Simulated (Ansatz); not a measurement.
**PtSe2: thickness series**

Start from PtSe2 in the CdI2 type structure (space group P-3m1, No. 164; a = 3.7724 Å, c = 4.8183 Å; layered).

Free-standing slabs (3 atom(s) a layer) normal to the stacking axis with 15 Å of vacuum; in-plane cell relaxed.

All numbers come from PBE-D3(BJ)/PAW in Ansatz (a program for electronic structure), spin-orbit coupling left out.

Only one of these has no band gap. Which?
A) 2 layers
B) 1 layer
C) 3 layers

C, 3 layers. Computed: 3 layers: zero; 2 layers: 0.23 eV; 1 layer: 1.37 eV

With Pt present, leaving out spin-orbit coupling can change the band edges. No phonon test of stability was made. The final runs are not spin-polarised. A zero or small gap of PtSe2 can be the functional's error rather than a property of the material.
